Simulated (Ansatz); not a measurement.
Worked example: zone-centre phonon calculation of CoSi (P2_13, 8 atoms in the cell) in Ansatz (a quantum-chemistry and plane-wave program).

Method: LDA (PW92), default PAW files made with PBE (plane waves; Ansatz).

```
CELL_PARAMETERS angstrom
      4.42668     0.00000     0.00000
      0.00000     4.42668     0.00000
      0.00000     0.00000     4.42668
ATOMIC_POSITIONS crystal
  Co 0.85600 0.64400 0.35600
  Co 0.35600 0.85600 0.64400
  Co 0.14400 0.14400 0.14400
  Co 0.64400 0.35600 0.85600
  Si 0.15700 0.34300 0.65700
  Si 0.65700 0.15700 0.34300
  Si 0.84300 0.84300 0.84300
  Si 0.34300 0.65700 0.15700
```

Reference input (self-consistent single point, DFT, LDA (PW92), plane waves, default PAW files made with PBE): basis.ecutwfc = 420 eV; kpoints.mp_grid.grid = 8 8 8; hamiltonian.xc = lda; hamiltonian.pseudopotentials = {kind: paw} (the program's default PAW files); scf.occupations.method = gaussian; scf.occupations.width = 0.1 eV. This run's input differs from it in these lines:

Ansatz 0.2 input:
```diff
@@ -18,3 +18,3 @@
 kpoints:
-  mp_grid: { grid: [8, 8, 8] }
+  mp_grid: { grid: [5, 5, 5] }
 hamiltonian:
@@ -24,6 +24,4 @@
   occupations: { method: gaussian, width: 0.1 }
-output:
-  forces: true
-  eigenvalues: true
-  stress: true
+phonons:
+  method: dfpt
```

Log, with long lists cut:

```
SCF iter   1: F=—  HF=-22691.665986 eV  |F-HF|=—  |Δ(HF+E_count)|=         —  Δρ=1.15e-2  dr2=3.26e-2  ethr=1.77e-3  ⟨swp⟩=6.9  Hψ=12585  notcnv=0  defer=16
all-band conjugate gradients solve this SCF's bands
preconditioner: auto → Kerker (q_TF=auto, 2.714 Å⁻¹)
SCF iter   2: F=—  HF=-22691.654893 eV  |F-HF|=—  |Δ(HF+E_count)|=   1.11e-2  Δρ=4.72e-3  dr2=7.24e-3  ethr=3.88e-5  ⟨swp⟩=2.0  Hψ=5595  notcnv=0  defer=22
   [... lines left out ...]
SCF iter   7: F=—  HF=-22691.652707 eV  |F-HF|=—  |Δ(HF+E_count)|=   9.76e-8  Δρ=5.55e-6  dr2=1.98e-8  ethr=6.84e-10  ⟨swp⟩=2.2  Hψ=3933  notcnv=0  defer=22
SCF iter   8: F=—  HF=-22691.652707 eV  |F-HF|=—  |Δ(HF+E_count)|=   5.79e-9  Δρ=3.46e-6  dr2=7.44e-9  ethr=2.35e-11  ⟨swp⟩=2.0  Hψ=4646  notcnv=0  defer=22
SCF iter   9: F=—  HF=-22691.652707 eV  |F-HF|=—  |Δ(HF+E_count)|=  8.62e-10  Δρ=8.26e-7  dr2=3.27e-10  ethr=8.86e-12  ⟨swp⟩=2.1  Hψ=3621  notcnv=0  defer=22
SCF iter  10: F=-22691.652707 eV  HF=-22691.652707 eV  |F-HF|=7.28e-12  |Δ(HF+E_count)|=  8.73e-11  Δρ=1.03e-7  dr2=7.29e-12  ethr=1.00e-12  ⟨swp⟩=9.8  Hψ=17978  notcnv=0
SCF 1 converged in 10 iterations: F = -22691.652707 eV  dr2 = 7.29e-12
DFPT response loops at Γ: preconditioner auto → Kerker (q_TF=auto, 2.714 Å⁻¹) (partly filled bands, converged f_vac=0.000) …
Free energy (F): -22691.652707 eV
Internal energy: -22691.643783 eV  (E = F + TS)
E sigma→0 (E₀):  -22691.648245 eV
Entropy (-TS):   -0.008923 eV (-1.115 meV/atom)
Fermi energy:    16.428999 eV
--- Phonons (Γ-DFPT): 2 representative perturbations + reference, on 63 of 125 k-points (Σ response iterations 8) ---
   [... lines left out ...]
  ASR residual per site (eV/Å²): 2.12e-5 2.12e-5 2.12e-5 2.12e-5 3.08e-5 3.08e-5 3.08e-5 3.08e-5
  Γ frequencies (cm⁻¹): 0.00 0.00 0.00 170.50 207.45 207.45 223.23 223.23 223.23 237.38 237.38 237.38 293.14 293.14 293.14 296.39 296.39 336.26 336.26 336.26 348.35 405.78 405.78 405.78
  non-analytic LO–TO correction: not included (Born effective charges unavailable; polar crystals: no LO–TO splitting at Γ)
```

The run converged in 10 iterations. 

Summary of the result:
```
Property                                                                                                                                                             Value
--------------------------------------------------------  ----------------------------------------------------------------------------------------------------------------
Free energy E − TS (on the zero of these files)                                                                                                             -22691.6527 eV
Fermi level (on the code's own zero)                                                                                                                              16.43 eV
Zone-centre frequencies (cm⁻¹; negative means imaginary)  0, 0, 0, 170, 207, 207, 223, 223, 223, 237, 237, 237, 293, 293, 293, 296, 296, 336, 336, 336, 348, 406, 406, 406
```

The starting cell has typed, rounded lattice constants, without a prior relaxation at this level. Its lattice was rescaled by up to half a per cent. Spin polarisation is off.

Cost on one core of a shared machine: roughly 2 min.
